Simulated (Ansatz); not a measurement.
## Ir: response to strain

Base system: Ir in the fcc (Cu type) structure (space group Fm-3m, No. 225; a = 3.831 Å; relaxed with 0.1 eV smearing). Axes: x, y, z lie along the cube axes.

Strains are applied to the cell and any free atomic positions relax.

All numbers come from Kohn–Sham DFT with the PBEsol functional, run in Ansatz (a program for electronic structure) with PAW and 420 eV plane waves, spin-orbit coupling left out.

Notes on the quantities. energy relative to the base: free energy F.

| case | energy relative to the base | volume per atom |
|---|---|---|
| base | 0 meV/atom | 14.06 Å³ |
| tensor shear ε_xy = +1.43 % | +10 meV/atom | 14.05 Å³ |
| tensor shear ε_xy = +2.00 % | +20 meV/atom | 14.05 Å³ |
| tensor shear ε_xy = +0.29 % | +0.4 meV/atom | 14.06 Å³ |
| tensor shear ε_xy = +1.14 % | +6.5 meV/atom | 14.06 Å³ |
| tensor shear ε_xy = +0.86 % | +3.7 meV/atom | 14.06 Å³ |
| tensor shear ε_xy = +0.57 % | +1.6 meV/atom | 14.06 Å³ |
| tensor shear ε_xy = +1.71 % | +15 meV/atom | 14.05 Å³ |

Stability against distortions was not tested. The final runs are not spin-polarised.
